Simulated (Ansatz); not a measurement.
Reference: AlP (F-43m), PBEsol, rigid bands (plane waves, PAW, scalar-relativistic; Ansatz, an electronic-structure program); axes and stresses refer to this cell.

```xyz
2
Lattice="0.0000 2.7353 2.7353 2.7353 0.0000 2.7353 2.7353 2.7353 0.0000" Properties=species:S:1:pos:R:3 pbc="T T T"
Al     0.0000     0.0000     0.0000
P      4.1030     4.1030     4.1030
```

- band gap: 1.45 eV
- hole conductivity mass: 0.60 mₑ
- electron conductivity mass: 0.33 mₑ

Question: Change: functional PBE, cell relaxed with it. What happens to band gap, hole conductivity mass, electron conductivity mass?

Answer: band gap rises to 1.63 eV; hole conductivity mass goes up to 0.62 mₑ; electron conductivity mass goes up to 0.35 mₑ.

Masses are for dilute carriers at 300 K, harmonic means over directions unless an axis is named. Spin-orbit coupling is left out unless a row names it.
